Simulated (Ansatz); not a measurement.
Strongest site found for several adsorbates on bcc Mo (110).

All values below come from PBE (plane waves to 420 eV, PAW; Ansatz, an electronic-structure program).

Counted are starts at which the adsorbate stayed whole and on top. Thin slabs; no dispersion, zero-point or thermal terms; negative values mean binding.

```tsv
adsorbate, area an adsorbate	reference	bonded to	E_ads (eV)	shortest bond to the host (Å)
Cl, 28 Å²	½ Cl2(g)	3 Mo	-2.83	…
Mg, 28 Å²	an atom of hcp Mg	4 Mo	-0.32	2.79
Cl, 14 Å²	½ Cl2(g)	3 Mo	…	2.46
N, 7 Å²	½ N2(g)	3 Mo	-0.68	1.94
H, 14 Å²	½ H2(g)	3 Mo	-0.75	1.93
Al, 28 Å²	an atom of fcc Al	4 Mo	-0.32	2.57
H, 28 Å²	½ H2(g)	3 Mo	-0.75	1.94
Cu, 7 Å²	an atom of fcc Cu	4 Mo	-0.25	2.59
N, 14 Å²	½ N2(g)	3 Mo	-1.39	1.93
```

Fill in the missing entries.


- Cl, 28 Å², shortest bond to the host (Å): 2.50
- Cl, 14 Å², E_ads (eV): -2.21
